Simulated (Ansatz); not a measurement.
Base system: GaAs in the zinc blende structure (space group F-43m, No. 216).

```xyz
2
Lattice="0.0000 2.8333 2.8333 2.8333 0.0000 2.8333 2.8333 2.8333 0.0000" Properties=species:S:1:pos:R:3 pbc="T T T"
Ga     0.0000     0.0000     0.0000
As     1.4167     1.4167     1.4167
```

Cartesian axes are those of the cell as printed.

All numbers come from r2SCAN (Ansatz, a first-principles code, PAW, no SOC).

Before the change:

* **Pressure**: 0.00 GPa
* **Gap character**: direct at Γ

It is then changed as follows: compressive biaxial strain of 2.08 % in the plane normal to [111], as in epitaxy on a mismatched substrate; the out-of-plane cell vector and the atoms relax.

Q: What happens to the pressure?

A: The pressure (mean of the normal stresses, compression positive) goes from zero to 2.59 GPa.

Q: How does this affect the gap character?

A: The gap character remains direct at Γ.

Semilocal Kohn–Sham gaps tend to fall short of experiment. Stability against distortions was not tested. Labels are those of the standard path for the cell's own space group.
